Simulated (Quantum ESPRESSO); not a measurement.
**How far to go with the plane-wave cutoff: CaZrN2 (R3m, 4 atoms in the cell)**

```
CELL_PARAMETERS angstrom
      1.64881    -0.95194     5.57866
      0.00000     1.90388     5.57866
     -1.64881    -0.95194     5.57866
ATOMIC_POSITIONS crystal
  Ca 0.00299 0.00299 0.00299
  Zr 0.50000 0.50000 0.50000
  N  0.23812 0.23812 0.23812
  N  0.76188 0.76188 0.76188
```

Method: LDA (PZ), GBRV 1.5 ultrasoft (LDA) pseudopotentials (plane waves; Quantum ESPRESSO).

Base settings: ecutwfc = 40 Ry; ecutrho = 320 Ry; occupations = smearing; smearing = fermi-dirac; degauss = 0.00147 Ry; potentials = {Ca: ca_lda_v1.uspp.F.UPF, Zr: zr_lda_v1.uspp.F.UPF, N: n_lda_v1.2.uspp.F.UPF}; K_POINTS = automatic 3 3 3 0 0 0; conv_thr = 1e-09 Ry; mixing_beta = 0.4.

Moved along: ecutrho.

The second cell is the first with its lattice scaled by 0.98.

The mesh stays at the base's, so the ladder's end is converged at best in this setting alone.

Only quantities that move along the ladder and can be compared are tabulated; the gap is left out on so coarse a mesh.

The count of work is k-points × plane waves × bands × iterations; it is no time. 

The starting cell comes from a database of computed structures (which also holds hypothetical and non-ambient phases and stackings), without a prior relaxation at this level. Its lattice was rescaled by up to half a per cent. One atom was moved a little off its site on purpose. In the base run, with a pressure of about -5 GPa the cell is away from its equilibrium volume at this level.

```tsv
ecutwfc	free energy less the last step's (meV/atom)	energy of the compressed cell less the first (meV/atom)	pressure (GPa)	largest difference of a force vector from the last step's (eV/Å)	count of work / last
14 Ry	4898.30	-26.42	-157.90	0.445	0.058
16 Ry	2906.79	-42.76	-105.31	0.737	0.069
18 Ry	1658.55	32.91	-68.91	0.228	0.085
20 Ry	980.50	8.02	-46.91	0.182	0.12
22 Ry	561.93	1.24	-32.14	0.206	0.12
24 Ry	320.89	-3.44	-22.64	0.043	0.14
28 Ry	96.35	3.04	-11.95	0.002	0.19
32 Ry	26.46	2.97	-7.32	0.004	0.23
36 Ry	9.08	3.30	-5.64	0.002	0.23
40 Ry	6.15	3.35	-5.18	0.002	0.27
44 Ry	5.80	3.35	-5.17	0.002	0.31
48 Ry	5.10	3.33	-5.23	0.002	0.35
54 Ry	3.50	3.28	-5.25	0.001	0.43
60 Ry	2.22	3.29	-5.21	0.001	0.50
70 Ry	1.57	3.28	-5.15	0.001	0.63
80 Ry	1.28	3.29	-5.18	0.000	0.76
96 Ry	0.00	3.26	-5.21	0.000	1.0
```

Coarsest ecutwfc that holds the pressure within 0.5 GPa of the last step, with all finer ones: 36 Ry, at 0.23 of the last step's count of work; the step before is off by 2.1 GPa.

Coarsest ecutwfc that holds the forces within 0.01 eV/Å of the last step, with all finer ones: 28 Ry, at 0.19 of the last step's count of work; the step before is off by 0.043 eV/Å.

Coarsest ecutwfc that holds the energy of the compressed cell less the first within 0.2 meV/atom of the last step, with all finer ones: 36 Ry, at 0.23 of the last step's count of work; the step before is off by 0.29 meV/atom.

Two neighbours can agree and both be off: 40 Ry and 44 Ry differ by 0.35 meV/atom in the free energy, yet lie about 5.8 meV/atom from the last step.

At the lowest cutoff the pressure lies 153 GPa under the last step's, the usual sign of Pulay stress in an incomplete plane-wave basis.
